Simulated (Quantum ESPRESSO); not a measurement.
Input and output of a self-consistent single point for SrTl2 (P6_3/mmc, 6 atoms in the cell) (Quantum ESPRESSO).

Method: PBEsol, GBRV 1.5 ultrasoft (PBESOL) pseudopotentials (plane waves; Quantum ESPRESSO 7.5).

The change in words: lattice scaled by 1.015; ecutwfc: 40 Ry → 24 Ry; ecutrho: 200 Ry → 120 Ry. Reference geometry:
```
SrTl2
1.0
    5.11963     0.00000     0.00000
   -2.55981     4.43373     0.00000
    0.00000     0.00000     8.34055
Sr Tl
2 4
Direct
  0.00000   0.00000   0.25000
  0.00000   0.00000   0.75000
  0.33333   0.66667   0.45134
  0.66667   0.33333   0.54866
  0.66667   0.33333   0.95134
  0.33333   0.66667   0.04866
```

Reference input (self-consistent single point, DFT, PBEsol, plane waves, GBRV 1.5 ultrasoft (PBESOL) pseudopotentials): ecutwfc = 40 Ry; ecutrho = 200 Ry; occupations = smearing; smearing = gaussian; degauss = 0.0073499 Ry; potentials = {Sr: sr_pbesol_v1.uspp.F.UPF, Tl: tl_pbesol_v1.2.uspp.F.UPF}; K_POINTS = automatic 6 6 3 0 0 0; conv_thr = 1e-11 Ry; mixing_beta = 0.4. This run's input differs from it in these lines:

```diff
@@ -12,4 +12,4 @@
     ntyp = 2,
-    ecutwfc = 40,
-    ecutrho = 200,
+    ecutwfc = 24,
+    ecutrho = 120,
     occupations = 'smearing',
@@ -26,5 +26,5 @@
 CELL_PARAMETERS {angstrom}
-   5.1196302090     0.0000000000     0.0000000000
-  -2.5598151045     4.4337298190     0.0000000000
-   0.0000000000     0.0000000000     8.3405500000
+   5.1964244660     0.0000000000     0.0000000000
+  -2.5982122330     4.5002355964     0.0000000000
+   0.0000000000     0.0000000000     8.4656580000
 ATOMIC_POSITIONS {crystal}
```

Output, abridged:

```
     Self-consistent Calculation

     iteration #  1     ecut=    24.00 Ry     beta= 0.40

     Threshold (ethr) on eigenvalues was too large:
     Diagonalizing with lowered threshold

     negative rho (up, down):  3.267E-01 0.000E+00

     total energy              =    -719.05092252 Ry
     estimated scf accuracy    <       0.11521564 Ry

     iteration #  2     ecut=    24.00 Ry     beta= 0.40

     negative rho (up, down):  3.335E-01 0.000E+00

     total energy              =    -719.05142205 Ry
     estimated scf accuracy    <       0.02212587 Ry

     iteration #  3     ecut=    24.00 Ry     beta= 0.40

     negative rho (up, down):  3.368E-01 0.000E+00

     total energy              =    -719.05652649 Ry
     estimated scf accuracy    <       0.00128322 Ry

   [... 9 blocks of this kind left out ...]

     iteration # 13     ecut=    24.00 Ry     beta= 0.40

     negative rho (up, down):  3.384E-01 0.000E+00

     total energy              =    -719.05722710 Ry
     estimated scf accuracy    <          2.8E-11 Ry

     iteration # 14     ecut=    24.00 Ry     beta= 0.40

     negative rho (up, down):  3.384E-01 0.000E+00
     End of self-consistent calculation

     the Fermi energy is     8.8974 ev

!    total energy              =    -719.05722711 Ry
     estimated scf accuracy    <          2.4E-12 Ry
     smearing contrib. (-TS)   =      -0.00089178 Ry
     internal energy E=F+TS    =    -719.05633532 Ry

     convergence has been achieved in  14 iterations

     negative rho (up, down):  3.384E-01 0.000E+00

     Forces acting on atoms (cartesian axes, Ry/au):

     atom    1 type  1   force =    -0.00000000   -0.00000000   -0.00000000
     atom    2 type  1   force =     0.00000000    0.00000000    0.00000000
     atom    3 type  2   force =     0.00000000    0.00000000   -0.00129408
     atom    4 type  2   force =     0.00000000    0.00000000    0.00129408
     atom    5 type  2   force =    -0.00000000   -0.00000000   -0.00129408
   [... lines left out ...]
     Total force =     0.002588     Total SCF correction =     0.000004
   [... lines left out ...]

     negative rho (up, down):  3.384E-01 0.000E+00
          total   stress  (Ry/bohr**3)                   (kbar)     P=      -61.74
  -0.00043102  -0.00000000   0.00000000          -63.41       -0.00        0.00
  -0.00000000  -0.00043102   0.00000000           -0.00      -63.41        0.00
   0.00000000   0.00000000  -0.00039703            0.00        0.00      -58.41

   JOB DONE.
```

The run converged in 14 iterations. Against the reference run the free energy rises by 174 meV/atom, the pressure goes from -1.87 to -6.17 GPa and the largest force goes from 0.012 to 0.033 eV/Å.

The starting cell comes from a database of computed structures (which also holds hypothetical and non-ambient phases and stackings), without a prior relaxation at this level. For this run, on top of that: lattice scaled by 1.015.

Cost on one core of a shared machine: roughly 60 s.
